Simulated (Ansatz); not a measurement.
Take C in the diamond structure (space group Fd-3m, No. 227; a = 3.554 Å) as the base. Axes: x, y, z lie along the cube axes.

Method: Ansatz (a program for electronic structure) PBEsol, no spin-orbit coupling.

Strains are applied to the cell and any free atomic positions relax.

One change was made to it. Results:

| quantity | base | after |
|---|---|---|
| pressure (mean of the normal stresses, compression positive) | 0.00 GPa | -8.58 GPa |
| smallest direct gap | 5.57 eV | 5.34 eV |
| band gap | 4.03 eV | 3.74 eV |

Problem. Which change produced these results?
A) uniaxial strain ε_zz = −2.00 %
B) uniaxial strain ε_zz = +1.50 %
C) uniaxial strain ε_zz = +2.00 %
D) uniaxial strain ε_zz = −1.50 %
E) uniaxial strain ε_zz = +3.00 %

Solution. C, uniaxial strain ε_zz = +2.00 %. For comparison, the band gap in the other runs: uniaxial strain ε_zz = −1.50 % gives 3.67 eV; uniaxial strain ε_zz = +3.00 % gives 3.59 eV; uniaxial strain ε_zz = −2.00 % gives 3.55 eV; uniaxial strain ε_zz = +1.50 % gives 3.81 eV.

Stability against distortions was not tested.
